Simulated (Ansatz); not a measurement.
Partial pair distribution functions of a relaxed model of amorphous In₂₄O₃₉Ga₂, broadened by 0.06 Å; density 6.42 g/cm³. Computed with PBE, scalar-relativistic without spin-orbit coupling (plane waves to 420 eV, PAW; Ansatz, an electronic-structure program).

It comes from a melt-quench run on a machine-learned potential (CHGNet), relaxed afterwards by DFT. O atoms were pushed apart under 1.9 Å during the dynamics, to hinder bonds among them. The hot cell started wider than the set density and was brought back towards it in steps. It is the lowest in DFT energy of 2 quenches. It is a model cell: composition and starting density were chosen by hand, and all elements were melted together. No dispersion term was used. Its density started from a set value of 6.42 and ended at 6.42 g/cm³. The simulated quench (nominally 330 K/ps over its main leg) is rapid and tends to freeze in more defects than a deposited or slowly cooled glass has. One small periodic cell is one sample of the glass; other quenches scatter about these values. The volume was held where the preparation left it and the shape relaxed, at a PBE pressure of 0.2 GPa.

| r (Å) | g In-O | g O-Ga | g In-In | g O-O |
|---|---|---|---|---|
| 1.60 | 0.00 | 0.00 | 0.00 | 0.00 |
| 1.70 | 0.00 | 0.34 | 0.00 | 0.00 |
| 1.80 | 0.00 | 6.53 | 0.00 | 0.00 |
| 1.90 | 0.07 | 12.05 | 0.00 | 0.00 |
| 2.00 | 1.80 | 2.15 | 0.00 | 0.00 |
| 2.10 | 6.64 | 0.03 | 0.00 | 0.00 |
| 2.20 | 7.00 | 0.00 | 0.00 | 0.00 |
| 2.30 | 3.47 | 0.03 | 0.00 | 0.00 |
| 2.40 | 1.18 | 0.61 | 0.00 | 0.00 |
| 2.50 | 0.27 | 0.83 | 0.00 | 0.10 |
| 2.60 | 0.07 | 0.07 | 0.00 | 0.50 |
| 2.70 | 0.24 | 0.24 | 0.00 | 1.04 |
| 2.80 | 0.32 | 0.79 | 0.00 | 2.17 |
| 2.90 | 0.22 | 0.16 | 0.00 | 2.22 |
| 3.00 | 0.10 | 0.00 | 0.15 | 1.98 |
| 3.10 | 0.19 | 0.00 | 0.70 | 2.61 |
| 3.20 | 0.31 | 0.07 | 1.52 | 2.61 |
| 3.30 | 0.41 | 0.52 | 2.78 | 1.87 |
| 3.40 | 0.51 | 0.25 | 2.67 | 1.63 |
| 3.50 | 0.44 | 0.11 | 2.59 | 1.32 |
| 3.60 | 0.63 | 1.29 | 2.78 | 1.19 |
| 3.70 | 0.73 | 2.20 | 2.99 | 1.05 |
| 3.80 | 0.83 | 1.51 | 2.62 | 0.67 |
| 3.90 | 0.85 | 1.97 | 1.62 | 0.52 |
| 4.00 | 1.13 | 0.93 | 1.14 | 0.55 |
| 4.10 | 1.10 | 0.45 | 0.88 | 0.37 |
| 4.20 | 1.31 | 0.73 | 0.70 | 0.60 |
| 4.30 | 1.35 | 1.06 | 0.30 | 0.72 |
| 4.40 | 1.40 | 2.03 | 0.24 | 0.78 |
| 4.50 | 1.33 | 2.38 | 0.22 | 0.84 |
| 4.60 | 1.07 | 1.79 | 0.30 | 0.78 |
| 4.70 | 1.21 | 1.37 | 0.31 | 0.73 |

Within 2.56 Å each In has 5.25 O neighbours on average.
